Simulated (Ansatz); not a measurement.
System: SiSe₂ (Ibam, No. 72, 6 atoms in the cell; start mp-1179443). Method: HSE06 (plane waves, PAW; Ansatz, a quantum-chemistry and plane-wave program).

Run with plane-wave cutoff 500 eV, 6×6×6 k mesh, gaussian smearing 0.02 eV, scalar-relativistic PAW data made under PBE.

Cell (relaxed with PBEsol):

```cif
data_Se8Si4
_chemical_formula_sum 'Si4 Se8'
_space_group_name_H-M_alt 'Ibam'
_space_group_IT_number 72
_space_group_name_Hall '-I 2 2c'
_cell_length_a 6.30056
_cell_length_b 9.29064
_cell_length_c 5.85627
_cell_angle_alpha 90.000
_cell_angle_beta 90.000
_cell_angle_gamma 90.000
loop_
_atom_site_label
_atom_site_type_symbol
_atom_site_symmetry_multiplicity
_atom_site_Wyckoff_symbol
_atom_site_fract_x
_atom_site_fract_y
_atom_site_fract_z
_atom_site_occupancy
Si1 Si 4 a 0.00000 0.00000 0.25000 1
Se1 Se 8 j 0.20529 0.12834 0.00000 1
```
(The calculation used a cell of 6 atoms; values per cell refer to that cell.)

### Question
Predict the band gap.

### Answer

- band gap: 2.64 eV (on the SCF k mesh)

Note: cell and atoms aren't relaxed at this level.

Spin–orbit coupling is not included.

Static lattice: no zero-point or thermal effects.

It cost about 19 core-minutes (a rough figure) of CPU time.

A start named mp-… is a Materials Project structure, which need not be a measured phase.
